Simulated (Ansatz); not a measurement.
Functionals compared on the (111) surface of rock-salt HfN in its 1x1 cell (cut with top plane N, bottom plane N), outermost plane spacing 1.31 Å in the ideal cut (one of several cuts of this face), with 1 N a cell over the bulk's ratio, in Ansatz (plane waves, PAW). The structure was relaxed with PBE; the other rows are single points on it. Cutoff 420 eV (500 eV for r2SCAN).

Set-up: 9 atoms, Hf4N5, 10.5 Å thick at the start; mesh 13x13x1; 0.1 eV smearing; dipole correction on; all atoms relaxed; symmetry of the start imposed; no spin, no spin-orbit, no U. These notes are the PBE run's.

| functional | work function of the top face (eV) | rough cost of the single point |
|---|---|---|
| PBE | 6.20 | – |
| LDA | 6.59 | around 26 core-seconds (rough) |
| PBEsol | 6.30 | roughly 24 core-seconds |
| RPBE | (withheld) | about 23 core-seconds (a rough figure) |
| r2SCAN | 6.34 | roughly 50 core-seconds |

Some entries are withheld; supply them.


- RPBE, work function of the top face (eV): 6.03

Ansatz is an electronic-structure program.
